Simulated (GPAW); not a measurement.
A self-consistent single point of ScCd₃ (P6_3/mmc, 8 atoms in the cell) with GPAW.

Method: PBEsol, GPAW PAW datasets PBEsol (made by gpaw-setup) (plane waves; GPAW 25.7.0).

The change in words: lattice scaled by 0.98. Reference geometry:
```
CELL_PARAMETERS angstrom
      6.29508     0.00000     0.00000
     -3.14754     5.45170     0.00000
      0.00000     0.00000     4.80242
ATOMIC_POSITIONS crystal
  Sc 0.33333 0.66667 0.25000
  Sc 0.66667 0.33333 0.75000
  Cd 0.83410 0.66820 0.25000
  Cd 0.16590 0.33180 0.75000
  Cd 0.16590 0.83410 0.75000
  Cd 0.83410 0.16590 0.25000
  Cd 0.33180 0.16590 0.25000
  Cd 0.66820 0.83410 0.75000
```

Reference input (self-consistent single point, DFT PBEsol, plane waves, GPAW PAW datasets PBEsol (made by gpaw-setup)): mode = pw; ecut = 850 eV; xc = PBEsol; kpts = 4 4 5; mesh shift (steps) = 0 0 0; occupations.name = fermi-dirac; occupations.width = 0.136 eV; nbands = -14; convergence.density = 1e-05 e/electron; symmetry.symmorphic = false; symmetry.tolerance = 0.0005; maxiter = 150. This run's input differs from it in these lines:

```diff
@@ -5,5 +5,5 @@
 atoms = Atoms(['Sc', 'Sc', 'Cd', 'Cd', 'Cd', 'Cd', 'Cd', 'Cd'],
-              cell=[[6.295076, 0.000000, 0.000000],
-                    [-3.147538, 5.451696, 0.000000],
-                    [0.000000, 0.000000, 4.802418]],
+              cell=[[6.169174, 0.000000, 0.000000],
+                    [-3.084587, 5.342662, 0.000000],
+                    [0.000000, 0.000000, 4.706370]],
               scaled_positions=[[0.333333, 0.666667, 0.250000],
```

The program printed (abridged):

```
     iter     time        total  log10-change:
                         energy   eigst   dens
iter:   1 --:--:--   -21.968707
iter:   2 --:--:--   -21.702888   -0.38  -1.41
iter:   3 --:--:--   -20.717253   -0.95  -1.44
iter:   4 --:--:--   -20.576045   -1.37  -1.59
iter:   5 --:--:--   -20.610621   -1.57  -1.72
iter:   6 --:--:--   -20.562755   -2.40  -2.16
iter:   7 --:--:--   -20.480259   -2.23  -2.21
iter:   8 --:--:--   -20.474242   -3.27  -2.77
iter:   9 --:--:--   -20.472000c  -4.08  -2.86
iter:  10 --:--:--   -20.472605c  -4.33  -3.08
iter:  11 --:--:--   -20.473064c  -4.79  -3.08
iter:  12 --:--:--   -20.471892c  -4.21  -3.10
iter:  13 --:--:--   -20.471934c  -5.25  -3.57
iter:  14 --:--:--   -20.471915c  -5.76  -3.89
iter:  15 --:--:--   -20.471758c  -5.43  -3.95
iter:  16 --:--:--   -20.471762c  -6.29  -4.18
iter:  17 --:--:--   -20.471784c  -6.79  -4.22
iter:  18 --:--:--   -20.471773c  -7.48c -4.36
iter:  19 --:--:--   -20.471792c  -6.94  -4.43
iter:  20 --:--:--   -20.471793c  -7.36  -4.69
iter:  21 --:--:--   -20.471786c  -7.89c -4.92
iter:  22 --:--:--   -20.471785c  -8.06c -5.00
iter:  23 --:--:--   -20.471785c  -8.91c -5.25c
Converged after 23 iterations.

Dipole moment: (-0.000000, 0.000000, -0.000000) |e|*Ang

Energy contributions relative to reference atoms: (reference = -954142.053352)

Kinetic:        +28.032581
Potential:      -14.979529
External:        +0.000000
XC:             -34.496350
Entropy (-ST):   -0.288554
Local:           +1.115792
SIC:             +0.000000
--------------------------
Free energy:    -20.616061
Extrapolated:   -20.471785

Showing only first 2 kpts
 Kpt  Band  Eigenvalues  Occupancy
  0    45      6.92402    1.99998
  0    46      9.31547    0.00421
  0    47      9.31550    0.00421
  0    48      9.37497    0.00272

  1    45      6.73224    1.99999
  1    46      8.68036    0.36770
  1    47      8.68040    0.36763
  1    48      8.77701    0.19930

Fermi level: 8.47766

No gap
   [... lines left out ...]
  2 Cd   -0.00000   -0.02159    0.00000
  3 Cd   -0.00000    0.02159    0.00000
  4 Cd    0.01870   -0.01080    0.00000
  5 Cd   -0.01870    0.01080   -0.00000
  6 Cd    0.01870    0.01080    0.00000
  7 Cd   -0.01870   -0.01080    0.00000

Stress tensor:
    -0.022141     0.000000     0.000000
     0.000000    -0.022141    -0.000000
     0.000000    -0.000000    -0.030651
Stress (GPa, Voigt): [-3.5474 -3.5474 -4.9108 -0.      0.      0.    ]
```

The run converged in 23 iterations. GPAW prints stress with tension positive. Against the reference run the free energy goes up by 10.6 meV/atom, the pressure goes from -0.90 to 4.00 GPa and the largest force moves little (0.020 to 0.022 eV/Å).

The starting cell comes from a database of computed structures (which also holds hypothetical and non-ambient phases and stackings), without a prior relaxation at this level. Its lattice was rescaled by a random factor within 2.5 % of one. For this run, on top of that: lattice scaled by 0.98. With a pressure of about 4 GPa the cell is away from its equilibrium volume at this level.

Cost on one core of a shared machine: roughly 6 min.
